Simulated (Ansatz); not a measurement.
We consider ScOF (P4/nmm, No. 129, 6 atoms in the cell; start mp-989178), described by r²SCAN0 (Ansatz, an electronic-structure program, plane waves, PAW).

Numerical settings: plane-wave cutoff 520 eV, 6×6×4 k mesh (along the axes of the cell as run), Fermi–Dirac smearing 0.01 eV, scalar-relativistic PAW data made under PBE.

Cell (relaxed with PBEsol):

```
ScFO
1.0
    3.57771     0.00000     0.00000
    0.00000     3.57771     0.00000
    0.00000     0.00000     5.09443
Sc O F
2 2 2
Direct
  0.50000   0.00000   0.70728
  0.00000   0.50000   0.29272
  0.00000   0.00000   0.50000
  0.50000   0.50000   0.50000
  0.50000   0.50000   0.00000
  0.00000   0.00000   0.00000
```

**Question.** Estimate the band gap, smallest direct gap on the k points sampled and Γ–Γ gap that the calculation returns.

**Answer.** 
- band gap: 7.43 eV (indirect)
- smallest direct gap on the k points sampled: 7.50 eV
- Γ–Γ gap: 7.72 eV

Note: cell and atoms aren't relaxed at this level (largest force component 0.08 eV/Å).

A start named mp-… is a Materials Project structure, which need not be a measured phase.
